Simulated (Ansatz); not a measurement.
An Ansatz (an electronic-structure program) run: Ge; PBE in Ansatz (plane waves to 420 eV, PAW, without spin-orbit coupling).

Input:

Ansatz 0.2 input:
```yaml
crystal:
  lattice:
    - [0, 2.8808389012, 2.8808389012]
    - [2.8808389012, 0, 2.8808389012]
    - [2.8808389012, 2.8808389012, 0]
  atoms:
    - { symbol: Ge, position: [0.5, 0.5, 0.5] }
    - { symbol: Ge, position: [0.75, 0.75, 0.75] }
basis: { ecutwfc: 420, ecutrho_ratio: 4, xc_grid: 2, fft_grid_basis: typed }
kpoints: { mp_grid: { grid: [14, 14, 14] } }
hamiltonian:
  xc: pbe
  dispersion: none
  pseudopotentials: { kind: paw }
scf: { occupations: { method: fermi_dirac, width: 0.05 }, convergence: { dr2_threshold: 0.0000000002 } }
output: { forces: true, stress: true }
```

Output (explanatory and most iteration lines left out):

```
Pseudopotential: Ge, paw, valence charge 14
Crystal: 2 atoms, lattice volume = 47.818 Å³
Basis set: ecut = 420 eV, 941 PW (Γ), exchange–correlation on 60×60×60 points (8 copies of the dense FFT grid, shifted against one another)
Bands: 18, of which v1, the nominal top of the filled ones, is band 14 counted from 1 (13 counted from 0)
Symmetry: 48 space group operations
Space group: Fd-3m (ITA 227), of the structure as read, at distance tolerance 3.6e-5 Å
k-points: 104 of 2744
Functional: x = pbe(κ = 0.804, μ = 0.2195149727645171), c = pbe(β = 0.06672455060314922)
SCF iter   1: F=—  HF=-8589.968433 eV  |F-HF|=—  |Δ(HF+E_count)|=         —  Δρ=1.59e-3  dr2=1.55e-3  ethr=1.77e-3  ⟨swp⟩=6.0  Hψ=8969  notcnv=0
SCF iter   2: F=—  HF=-8589.967989 eV  |F-HF|=—  |Δ(HF+E_count)|=   4.44e-4  Δρ=1.22e-3  dr2=9.39e-4  ethr=5.53e-6  ⟨swp⟩=2.0  Hψ=3788  notcnv=0
SCF 1 converged in 9 iterations: F = -8589.968144 eV  dr2 = 3.01e-12
SCF converged after 9 iterations
Free energy (F): -8589.968144 eV
Internal energy: -8589.967443 eV  (E = F + TS)
E sigma→0 (E₀):  -8589.967793 eV
Entropy (-TS):   -0.000701 eV (-0.350 meV/atom)
Fermi energy:    7.866694 eV
--- Forces (eV/Å), atoms counted from 1 ---
  atom   1  Ge     0.00000000     0.00000000     0.00000000
  atom   2  Ge     0.00000000    -0.00000000    -0.00000000
--- Stress (GPa, compression-positive) ---
       -0.005296       0.000000      -0.000000
        0.000000      -0.005296      -0.000000
        0.000000      -0.000000      -0.005296
  P = ⅓ Tr σ = -0.0053 GPa (-0.053 kbar)
```

Stability against distortions was not tested. The cell is Ge in the diamond structure (space group Fd-3m, No. 227).
